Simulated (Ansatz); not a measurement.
These are PBE (plane waves to 420 eV, PAW; Ansatz, a first-principles code) values and carry that method's errors.

Host crystal: monoclinic HfO2, with a band gap (PBE, scalar-relativistic without spin-orbit coupling).

Planar average of the electrostatic potential across the slab, in eV from the highest filled level, for S on the 1x1 (100) surface of monoclinic HfO2 (cut with top plane 2 O), one in a 1x1 cell, started at the site 'top O':

```csv
z (Å),V (eV)
5.34,6.38
5.64,6.38
5.94,6.38
6.23,6.38
6.53,6.38
6.83,6.38
7.13,6.38
7.42,6.37
7.72,6.36
8.02,6.31
8.31,6.19
8.61,5.84
8.91,4.81
9.20,1.61
9.50,-1.61
9.80,-3.84
10.09,-5.39
10.39,-6.27
10.69,-7.09
10.98,-8.38
11.28,-7.69
11.58,-6.55
11.88,-6.55
12.17,-7.70
12.47,-8.58
12.77,-7.43
13.06,-6.60
13.36,-5.52
13.66,-3.99
13.95,-2.64
14.25,-2.62
14.55,-2.65
14.84,-4.05
15.14,-5.57
15.44,-6.57
15.73,-7.11
16.03,-7.59
16.33,-7.25
16.63,-6.88
16.92,-6.76
17.22,-6.74
17.52,-7.49
17.81,-7.25
18.11,-6.88
18.41,-6.39
18.70,-5.23
19.00,-3.45
19.30,-1.65
19.59,0.71
19.89,1.77
20.19,2.77
20.48,4.50
20.78,5.78
21.08,6.28
21.38,6.48
21.67,6.56
21.97,6.59
22.27,6.61
22.56,6.61
22.86,6.61
23.16,6.62
23.45,6.62
23.75,6.62
24.05,6.62
```

Slab: 25 atoms, 9.3 Å thick at the start under the adsorbate (thin: gaps and levels are the slab's own); k 4x4x1, smearing 0.01 eV, dipole-corrected; 12 atoms held, the rest relaxed; no symmetry held; spin-polarised, no spin-orbit, no U, no dispersion correction. The starting moment vanished. At the end it is bonded to 2 Hf + O. In PBE it is, or lies within 0.03 eV of, the lowest of the starts that converged.

The vacuum level lies 6.62 eV above the highest filled level over the top face and 6.38 eV above it under the bottom face.
